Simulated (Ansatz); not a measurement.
# CdS: response to strain

Take CdS in the wurtzite structure (space group P6_3mc, No. 186; a = 4.197 Å, c = 6.830 Å) as the base.

Strains are applied to the cell and any free atomic positions relax.

Calculations: plane-wave PAW DFT at the PBE level (Ansatz, a program for electronic structure, 420 eV), no spin-orbit coupling, earlier PAW set.

Notes on the quantities. pressure: mean of the normal stresses, compression positive.

```tsv
isotropic strain (%)	pressure (GPa)
-4.45	9.9
-2.01	3.7
0	0.0
1.41	?
5.22	-5.7
```

Fit P = P₀ − Bδ + Cδ² with δ = (1 + ε)³ − 1 to the rows shown and predict the withheld row.

Least squares on the printed values gives P₀ = -0.1 GPa, B = 58.7 GPa (at held cell shape), C = 152 GPa (largest residual 0.2 GPa); this predicts -2.4 GPa, and the run gives -2.0 GPa, 0.4 higher.

Whether these cells are dynamically stable was not tested.
